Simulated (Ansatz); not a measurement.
Levels about the gap of amorphous Hf$_{18}$O$_{39}$Gd$_{2}$ (59 atoms in a cell of 774 Å³, 8.91 g/cm³; zone centre alone, so wide bands show as single levels with stretches between that a denser mesh fills), at the geometry that PBE relaxed, where it gives 0.8 GPa on a denser mesh. Exact exchange is cut at the faces of this small cell, which leaves a finite-size error. The participation number counts the atoms over which a state spreads; weights are charges in smoothed Voronoi cells. The levels come from a single point, so bond lengths are those of that geometry. Method of the levels: HSE06, scalar-relativistic without spin-orbit coupling (Ansatz, an electronic-structure program). Sampling: the zone centre alone; Fermi-Dirac width 0.01 eV; collinear spin, started from moments on atoms; no Hubbard U, moments started parallel, and no other order was tried (at the end a net moment of 14.0 μB). In the spin-polarised cell the level spacing at the Fermi energy can part levels of unlike spin. At PBE the levels at both edges of the gap are localised (band-tail or defect states), and the nearest spread-out levels lie 3.9 eV apart at the zone centre.

The cell was made by melting and quenching with the CHGNet potential and then relaxed with DFT. O atoms were pushed apart under 1.9 Å during the dynamics, to hinder bonds among them. The hot cell started wider than the set density and was brought back towards it in steps. It is the lowest in DFT energy of 3 quenches. It is a model cell: composition and starting density were chosen by hand, and all elements were melted together. No dispersion term was used. Its density started from a set value of 8.91 and ended at 8.91 g/cm³. Cooling (nominally 300 K/ps over its main leg) ran many orders faster than in experiment, which tends to leave more defects and strain. One small periodic cell is one sample of the glass; other quenches scatter about these values. The volume was held where the preparation left it and the shape relaxed, at a PBE pressure of 0.8 GPa. Stress components on the final sampling reach 0.9 GPa.

```
E - E(highest filled), eV  filling  spin  participation number        largest on  weight O  weight Hf  weight Gd
-------------------------  -------  ----  --------------------  ----------------  --------  ---------  ---------
-0.37                       filled    up                  17.7   O, 3 neighbours      0.95       0.04       0.01
-0.34                       filled    dn                  11.8   O, 3 neighbours      0.95       0.04       0.01
-0.28                       filled    up                  10.5   O, 3 neighbours      0.95       0.04       0.02
-0.20                       filled    dn                  13.8   O, 3 neighbours      0.95       0.04       0.00
-0.19                       filled    up                  14.0   O, 3 neighbours      0.95       0.04       0.01
-0.03                       filled    dn                   4.2   O, 3 neighbours      0.96       0.04       0.01
0.00                        filled    up                   4.3   O, 3 neighbours      0.95       0.04       0.01
5.29                         empty    up                  15.7  Hf, 6 neighbours      0.39       0.59       0.02
5.29                         empty    dn                  15.0  Hf, 6 neighbours      0.38       0.60       0.02
5.45                         empty    up                  16.6  Hf, 5 neighbours      0.44       0.52       0.03
5.46                         empty    dn                  15.7  Hf, 5 neighbours      0.45       0.53       0.02
5.50                         empty    up                  25.0  Hf, 5 neighbours      0.42       0.53       0.05
5.51                         empty    dn                  25.3  Hf, 7 neighbours      0.39       0.56       0.04
5.65                         empty    up                  34.2  Hf, 7 neighbours      0.42       0.52       0.06
```

Most localised among these is the filled level at -0.03 eV, on a O atom, which has 3 neighbours (Hf 1.99 Å, Hf 2.17 Å, Gd 2.39 Å).
